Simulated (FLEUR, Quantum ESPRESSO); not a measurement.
A FLEUR input for a self-consistent single point of SnO2 (P4_2/mnm, 6 atoms in the cell) (DFT, PBE, all-electron FLAPW (FLEUR), scalar-relativistic valence):

Input of the input generator:

```
scf SnO2
&input film=f /
8.9573018307 0.0000000000 0.0000000000
0.0000000000 8.9573018307 0.0000000000
0.0000000000 0.0000000000 6.0282263376
1.0
1.0 1.0 1.0

6
50 0.0000000000 0.0000000000 -0.0000000000
50 0.5000000000 0.5000000000 0.5000000000
8 0.3070000000 0.3070000000 -0.0000000000
8 0.8070000000 0.1930000000 0.5000000000
8 0.1930000000 0.8070000000 0.5000000000
8 0.6930000000 0.6930000000 -0.0000000000

&comp jspins=1 /
&kpt div1=4 div2=4 div3=5 gamma=t /
&end /
```

```xml
<?xml version="1.0" encoding="UTF-8" standalone="no"?>
<fleurInput fleurInputVersion="0.39">
   <comment>
      scf SnO2                                                                                            
   </comment>
   <calculationSetup>
      <cutoffs Kmax="4.7" Gmax="14.1" GmaxXC="14.1" numbands="0"/>
      <scfLoop itmax="60" minDistance="0.00001" maxIterBroyd="40" imix="Anderson" alpha="0.05" precondParam="0.0" spinf="2.0"/>
      <coreElectrons ctail="T" frcor="F" kcrel="0" coretail_lmax="0"/>
      <xcFunctional name="pbe" relativisticCorrections="F"/>
      <magnetism jspins="1"/>
      <soc l_soc="F" theta="0.0" phi="0.0" spav="F"/>
      <expertModes spex="0" secvar="F"/>
      <geometryOptimization l_f="T" forcealpha="1.0" forcemix="BFGS" epsdisp="0.00001" epsforce="0.00001"/>
      <ldaU l_linMix="F" mixParam="0.05" spinf="1.0"/>
   </calculationSetup>
   <cell>
      <bzIntegration valenceElectrons="52.0" mode="hist" fermiSmearingEnergy="0.00036749">
         <kPointListSelection listName="default-1"/>
         <!-- k-points included here -->
         <xi:include xmlns:xi="http://www.w3.org/2001/XInclude" href="kpts.xml"> </xi:include>
      </bzIntegration>
      <!-- symmetry operations included here -->
      <xi:include xmlns:xi="http://www.w3.org/2001/XInclude" href="sym.xml"> </xi:include>
      <bulkLattice scale="1.0">
         <bravaisMatrix>
            <row-1>    8.9573018307000005     0.0000000000000000     0.0000000000000000</row-1>
            <row-2>    0.0000000000000000     8.9573018307000005     0.0000000000000000</row-2>
            <row-3>    0.0000000000000000     0.0000000000000000     6.0282263375999996</row-3>
         </bravaisMatrix>
      </bulkLattice>
   </cell>
   <atomSpecies>
      <species name="Tin (Sn)" element="Sn" atomicNumber="50">
         <mtSphere radius="2.27" gridPoints="801" logIncrement="0.016"/>
         <atomicCutoffs lmax="10" lnonsphr="8"/>
         <electronConfig flipSpins="F">
            <coreConfig>(1s1/2) (2s1/2) (2p1/2) (2p3/2) (3s1/2) (3p1/2) (3p3/2) (4s1/2) (3d3/2) (3d5/2) (4p1/2) (4p3/2)</coreConfig>
            <valenceConfig>(5s1/2) (4d3/2) (4d5/2) (5p1/2) (5p3/2)</valenceConfig>
            <stateOccupation state="(5p1/2)" spinUp="0.3333333333333" spinDown="0.3333333333333"/>
            <stateOccupation state="(5p3/2)" spinUp="0.6666666666667" spinDown="0.6666666666667"/>
         </electronConfig>
         <energyParameters s="5" p="5" d="5" f="4"/>
         <lo type="SCLO" l="2" n="4" eDeriv="0"/>
      </species>
      <species name="Oxygen (O)" element="O" atomicNumber="8">
         <mtSphere radius="1.28" gridPoints="453" logIncrement="0.023"/>
         <atomicCutoffs lmax="6" lnonsphr="4"/>
         <electronConfig flipSpins="F">
            <coreConfig>(1s1/2)</coreConfig>
            <valenceConfig>(2s1/2) (2p1/2) (2p3/2)</valenceConfig>
            <stateOccupation state="(2p1/2)" spinUp="0.6666666666667" spinDown="0.6666666666667"/>
            <stateOccupation state="(2p3/2)" spinUp="1.3333333333333" spinDown="1.3333333333333"/>
         </electronConfig>
         <energyParameters s="2" p="2" d="3" f="4"/>
      </species>
   </atomSpecies>
   <atomGroups>
      <atomGroup species="Tin (Sn)">
         <relPos label="                   1">.0000000000 .0000000000 .0000000000</relPos>
         <relPos label="                   2">1.000/2.000 1.000/2.000 1.000/2.000</relPos>
         <force calculate="T" relaxXYZ="TTT"/>
      </atomGroup>
      <atomGroup species="Oxygen (O)">
         <relPos label="                   3">.3070000000 .3070000000 .0000000000</relPos>
         <relPos label="                   4">-.1930000000 .1930000000 1.000/2.000</relPos>
         <relPos label="                   5">.1930000000 -.1930000000 1.000/2.000</relPos>
         <relPos label="                   6">-.3070000000 -.3070000000 .0000000000</relPos>
         <force calculate="T" relaxXYZ="TTT"/>
      </atomGroup>
   </atomGroups>
   <output dos="F" band="F" slice="F">
      <checks vchk="F" cdinf="F"/>
      <bandDOS minEnergy="-.5*Htr" maxEnergy="0.5*Htr" sigma="0.015" storeEVData="T"/>
      <vacuumDOS vacdos="F" integ="F" star="F" nstars="0" locx1="0.0" locy1="0.0" locx2="0.0" locy2="0.0" nstm="0" tworkf="0.0"/>
      <unfoldingBand unfoldBand="F" supercellX="1" supercellY="1" supercellZ="1"/>
      <plotting iplot="0" polar="F">
         <plot TwoD="T" vec1="  1.0  0.0  0.0" vec2="  0.0  1.0  0.0" vec3="  0.0  0.0  1.0" zero="  0.0  0.0  0.0" file="plot"/>
      </plotting>
      <chargeDensitySlicing numkpt="0" minEigenval="0.0" maxEigenval="0.0" nnne="0" pallst="F"/>
      <specialOutput eonly="F"/>
      <magneticCircularDichroism mcd="F" energyLo="-10.0" energyUp="0.0"/>
   </output>
  <!-- We include the file relax.xml here to enable relaxations (see documentation) -->
  <xi:include xmlns:xi="http://www.w3.org/2001/XInclude" href="relax.xml"> <xi:fallback/> </xi:include>
</fleurInput>
```

Task: Write the same calculation as an input for Quantum ESPRESSO.

Result: One input that does it (others would too):

```fortran
&control
 calculation = 'scf'
 prefix = 'run'
 outdir = './tmp/'
 pseudo_dir = './'
 tprnfor = .true.
 tstress = .true.
/
&system
 ibrav = 0
 nat = 6
 ntyp = 2
 ecutwfc = 40
 ecutrho = 200
 occupations = 'smearing'
 smearing = 'fermi-dirac'
 degauss = 0.000734986
/
&electrons
 conv_thr = 1.0e-11
 mixing_beta = 0.3
/
ATOMIC_SPECIES
Sn   118.7100  sn_pbe_v1.4.uspp.F.UPF
O     15.9990  o_pbe_v1.2.uspp.F.UPF
CELL_PARAMETERS angstrom
   4.740000000     0.000000000     0.000000000
   0.000000000     4.740000000     0.000000000
   0.000000000     0.000000000     3.190000000
ATOMIC_POSITIONS angstrom
Sn    0.000000000    0.000000000    0.000000000
Sn    2.370000000    2.370000000    1.595000000
O     1.455180000    1.455180000    0.000000000
O     3.825180000    0.914820000    1.595000000
O     0.914820000    3.825180000    1.595000000
O     3.284820000    3.284820000    0.000000000
K_POINTS automatic
4 4 5  0 0 0
```

Basis, cutoffs, solver keys and any potentials are the target program's own. This input uses DFT, PBE, plane waves, GBRV 1.5 ultrasoft (PBE) pseudopotentials.

The starting cell has typed, rounded lattice constants, without a prior relaxation at this level.
